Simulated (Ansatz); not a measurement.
Consider LiH in the rock salt structure (space group Fm-3m, No. 225; a = 4.0054 Å). Axes: x, y, z lie along the cube axes.

Perturbation: uniaxial strain ε_yy = −2.18 %, all other strain components held at zero; the atoms relax in the strained cell.

Level of theory: r2SCAN (Ansatz, a program for electronic structure; PAW; 500 eV plane waves; no spin-orbit coupling).

Question: Give the band edges at the high-symmetry points of the new zone, measured from its valence-band maximum.

Answer: 
```csv
point,valence edge (eV),conduction edge (eV)
Γ,-5.74,17.72
X,-0.17,3.40
P,-0.42,5.89
N,-2.79,5.48
M,0.00,3.71
S,-0.50,4.80
S₀,-0.50,4.80
R,-0.30,5.88
G,-0.30,5.88
```

The gap is 3.40 eV, indirect, M → X.

Gaps are Kohn–Sham eigenvalue differences; semilocal functionals usually give less than the measured gap. Whether these cells are dynamically stable was not tested. k-point labels follow each cell's own Brillouin zone.
